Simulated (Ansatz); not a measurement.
The reference is BN in the zinc blende structure (space group F-43m, No. 216; a = 3.610 Å). Axes: x, y, z lie along the cube axes.

Calculations: Ansatz (a quantum-chemistry and plane-wave program), r2SCAN, PAW, cutoff 500 eV, no spin-orbit coupling.

For the base:

| Item | Value |
|---|---|
| Shortest interatomic distance | 1.563 Å |
| Electron mass | 0.87 mₑ along k, 0.29 mₑ across (at X) |
| Valence-band top at Γ | 0.00, 0.00, 0.00 eV |

Now apply this change: uniaxial strain ε_zz = −2.50 %, all other strain components held at zero; the atoms relax in the strained cell.

Predict the new shortest interatomic distance, electron mass and valence-band top at Γ.

The shortest interatomic distance decreases by 0.013 Å (1.563 Å → 1.550 Å); the electron mass becomes 0.82 mₑ along k, 0.29 mₑ across (at X) (base: 0.87 mₑ along k, 0.29 mₑ across (at X)); the valence-band top at Γ (three highest levels, from the VBM) goes from 0.00, 0.00, 0.00 eV to 0.00, -0.25, -0.25 eV.

The levels and masses belong to the bands next to the band gap. Effective masses come from finite differences of ±0.01 Å⁻¹. Along k means along the line from Γ to the band edge. Whether these cells are dynamically stable was not tested.
